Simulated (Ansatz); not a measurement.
This Ansatz (an electronic-structure program) input is the reference run, HfO₂ in the fluorite structure (space group Fm-3m, No. 225), computed with Ansatz PBEsol, without spin-orbit coupling:

Ansatz 0.2 input:
```yaml
crystal:
  lattice:
    - [0, 2.5218789314, 2.5218789314]
    - [2.5218789314, 0, 2.5218789314]
    - [2.5218789314, 2.5218789314, 0]
  atoms:
    - { symbol: Hf, position: [0, 0, 0] }
    - { symbol: O, position: [0.25, 0.25, 0.25] }
    - { symbol: O, position: [0.75, 0.75, 0.75] }
basis: { ecutwfc: 420, ecutrho_ratio: 4, xc_grid: 2, fft_grid_basis: typed }
kpoints: { mp_grid: { grid: [11, 11, 11] } }
hamiltonian:
  xc: pbesol
  dispersion: none
  pseudopotentials: { kind: paw }
scf: { occupations: { method: fermi_dirac, width: 0.05 }, convergence: { dr2_threshold: 0.0000000003 } }
output: { forces: true, stress: true }
checkpoint: { write: state.ck, write_every: 1000 }
```

Write the input for this change: tensor shear ε_xy = +0.86 % (engineering shear γ = 0.0172), atoms relaxed at fixed cell.


Ansatz 0.2 input:
```yaml
crystal:
  lattice:
    - [0.0216881588, 2.5218789314, 2.5218789314]
    - [2.5218789314, 0.0216881588, 2.5218789314]
    - [2.5435670902, 2.5435670902, 0]
  atoms:
    - { symbol: Hf, position: [0, 0, 0] }
    - { symbol: O, position: [0.25, 0.25, 0.25] }
    - { symbol: O, position: [0.75, 0.75, 0.75] }
basis: { ecutwfc: 420, ecutrho_ratio: 4, xc_grid: 2, fft_grid_basis: typed }
kpoints: { mp_grid: { grid: [11, 11, 11] } }
hamiltonian:
  xc: pbesol
  dispersion: none
  pseudopotentials: { kind: paw }
scf: { occupations: { method: fermi_dirac, width: 0.05 }, convergence: { dr2_threshold: 0.0000000003 } }
relax: { f_tol: 0.005, max_steps: 50 }
output: { forces: true, stress: true }
checkpoint: { write: state.ck, write_every: 1000 }
```
This is the input that was run.

The cells carry an imposed strain or load. Whether these cells are dynamically stable was not tested. This is not the structure that HfO2 has at room temperature and ambient pressure.
